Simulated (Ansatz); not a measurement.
Start from K$_{2}$Te in the anti-fluorite structure (space group Fm-3m, No. 225; a = 8.091 Å). Axes: x, y, z lie along the cube axes.

Method: Kohn–Sham DFT with the PBEsol functional, run in Ansatz (a program for electronic structure) with PAW and 420 eV plane waves, no spin-orbit coupling.

Before the change:

The band gap comes out as 2.16 eV.

The change: biaxial strain +2.00 %, plane normal [001], relaxed out of plane (Cartesian); in-plane vectors clamped, the third vector and the atoms free.

**Question.** How does this affect the band gap and ratio −ε⊥/ε∥?

**Answer.** The band gap drops by 0.086 eV to 2.08 eV; the ratio −ε⊥/ε∥ is 0.73.

With Te present, leaving out spin-orbit coupling can change the band edges. Stability against distortions was not tested.
